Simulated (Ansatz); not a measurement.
## A computed series for LuAlO3: pressure series

Base system: LuAlO$_{3}$ (space group P6_3/mmc, No. 194; a = 3.3661 Å, c = 11.4733 Å; a cell from a computed database, its experimental status unchecked).

Cell and atoms are relaxed at each pressure.

The values are results of Ansatz (a program for electronic structure) PBEsol, scalar-relativistic without spin-orbit coupling, not measurements.

```
pressure (GPa)  band gap (eV)
--------------  -------------
-2                       3.36
-1                       3.39
0                        3.41
0.3                      3.42
0.7                         ?
1.5                      3.46
3                        3.50
7.5                      3.61
10                       3.67
```

Task: Fit E_g = E₀ + αP + βP² to the rows shown and predict the withheld row.

Result: Least squares on the printed values gives E₀ = 3.42 eV, α = 28.0 meV/GPa, β = -0.26 meV/GPa² (largest residual 0.01 eV); this predicts 3.43 eV, and the run gives 3.43 eV, in agreement.

Load acts through the strain it causes; cell and atoms are relaxed under it. Stability against distortions was not tested. No other phases were tried under pressure.
